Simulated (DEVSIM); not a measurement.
System: illuminated InP p-on-n cell, one wavelength, at 300 K.

```tsv
layer (left to right)	material	thickness (μm)	Nd (cm⁻³)	Na (cm⁻³)	τn (s)	τp (s)	absorption coefficient (cm⁻¹)
1	InP	0.140	-	5.5e17	4.9e-11	6.5e-11	42000
2	InP	0.650	2e17	-	5.9e-10	5.9e-10	42000
```

Left contact: ohmic, minority electron recombination velocity 1e5 cm/s. Right contact: ohmic, minority hole recombination velocity 1000 cm/s. Voltage is applied to the left contact. Recombination: SRH at mid-gap, radiative, Auger. Light enters at the left, 2.2e17 photons cm⁻² s⁻¹, one pass, no reflection. Mobility is μmin + (μ − μmin)/(1 + (N/Nref)^α).

This is a model device: material constants are rounded textbook-type values typed into the input, and sizes, dopings and lifetimes were drawn at random. Values at 300 K; Nc and Nv go as T^1.5, mobilities as T to minus their exponent, the gap by Varshni's rule with the affinity fixed.

```tsv
parameter	InP
gap (eV)	1.344
affinity (eV)	4.38
permittivity	12.5
Nc (cm⁻³)	5.7e17
Nv (cm⁻³)	1.1e19
μn (cm²/Vs)	5200
μp (cm²/Vs)	170
μn,min	400
μp,min	10
Nref,n	3e17
Nref,p	4.9e17
αn	0.47
αp	0.62
T exponent of μn	2
T exponent of μp	2
B (cm³/s)	1.2e-10
Cn (cm⁶/s)	9e-31
Cp (cm⁶/s)	9e-31
Varshni α (eV/K)	0.000363
Varshni β (K)	162
```

Simulated with DEVSIM: 1D drift-diffusion, Boltzmann statistics, complete ionisation; no tunnelling, impact ionisation, image-force lowering or self-heating.

The temperature was swept, all else fixed.

```json
[
 {"temperature (K)": "250", "open-circuit voltage (V)": "0.961", "dark forward voltage at 1 A/cm² (V)": "1.061", "largest field in the device at zero bias (V/cm)": "230000", "potential step across the device at zero bias (V)": "1.284"},
 {"temperature (K)": "300", "open-circuit voltage (V)": "0.849", "dark forward voltage at 1 A/cm² (V)": "0.971", "largest field in the device at zero bias (V/cm)": "220000", "potential step across the device at zero bias (V)": "1.239"},
 {"temperature (K)": "350", "open-circuit voltage (V)": "0.733", "dark forward voltage at 1 A/cm² (V)": "0.878", "largest field in the device at zero bias (V/cm)": "220000", "potential step across the device at zero bias (V)": "1.192"},
 {"temperature (K)": "400", "open-circuit voltage (V)": "___", "dark forward voltage at 1 A/cm² (V)": "___", "largest field in the device at zero bias (V/cm)": "210000", "potential step across the device at zero bias (V)": "1.142"},
 {"temperature (K)": "450", "open-circuit voltage (V)": "0.493", "dark forward voltage at 1 A/cm² (V)": "0.685", "largest field in the device at zero bias (V/cm)": "210000", "potential step across the device at zero bias (V)": "1.091"},
 {"temperature (K)": "500", "open-circuit voltage (V)": "0.370", "dark forward voltage at 1 A/cm² (V)": "0.586", "largest field in the device at zero bias (V/cm)": "200000", "potential step across the device at zero bias (V)": "1.037"}
]
```

### Question
What belongs in the gaps?

### Answer

- 400, open-circuit voltage (V): 0.614
- 400, dark forward voltage at 1 A/cm² (V): 0.783
